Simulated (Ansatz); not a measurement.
Input:

```yaml
crystal:
  lattice:
    - [3.10100, 0.00000, 0.00000]
    - [-1.55050, 2.68555, 0.00000]
    - [0.00000, 0.00000, 12.69046]
  atoms:
    - { symbol: Ga, position: [0.33333, 0.66667, 0.15193] }
    - { symbol: Ga, position: [0.66667, 0.33333, 0.65193] }
    - { symbol: Ga, position: [0.66667, 0.33333, 0.84807] }
    - { symbol: Ga, position: [0.33333, 0.66667, 0.34807] }
    - { symbol: O, position: [0.33333, 0.66667, 0.59555] }
    - { symbol: O, position: [0.66667, 0.33333, 0.09555] }
    - { symbol: O, position: [0.66667, 0.33333, 0.40445] }
    - { symbol: O, position: [0.33333, 0.66667, 0.90445] }
```

No spin polarisation.

Computed with DFT with PBE-D3(BJ), PAW potentials and a 420 eV plane-wave cutoff in Ansatz (an electronic-structure program), no SOC, earlier PAW set. k-mesh 12×12×3 (Γ-centred); smearing 0.05 eV (Fermi–Dirac).

Problem. Predict the gap character and band gap.

Solution. 
- Gap character: direct at Γ
- Band gap: 0.95 eV

Whether these cells are dynamically stable was not tested. The cell was made from GaSe by this change: Se → O; the result is a hypothetical phase, not in the database extracts checked. The D3 term's C6 switches between coordination references near this geometry, which can add small steps to energies.
